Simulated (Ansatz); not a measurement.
For ZrAg (model structure, Fm-3m, No. 225, 2 atoms in the cell), PBEsol in Ansatz (PAW) gives:

```
Item                       Value
------------------  ------------
lattice constant a       5.585 Å
bulk modulus             103 GPa
cohesive energy     4.47 eV/atom
```

Question: What does r²SCAN (Ansatz, an electronic-structure program, plane waves, PAW) give for the same quantities?

Answer: 
- lattice constant a: 5.636 Å (rises by 0.9 %)
- bulk modulus: 98.9 GPa (decreases by 4.0 %)
- cohesive energy: 3.79 eV/atom (decreases by 0.68 eV/atom)

Changes are worked out from the printed values.

Unless a cell is named, each level is at its own relaxed cell (PBEsol 21.77, r²SCAN 22.38 Å³/atom).

Caveats: the bulk modulus is −V dP/dV from two relaxed cells at ±2 % in volume (PBEsol, r²SCAN). Ansatz's density-functional and Hartree–Fock values are scalar-relativistic unless marked +SOC, with PAW data made under PBE.

A model structure was made by putting elements into a prototype or built by hand; it is no filed structure, need not be a known phase, and can be a saddle point held by its symmetry.
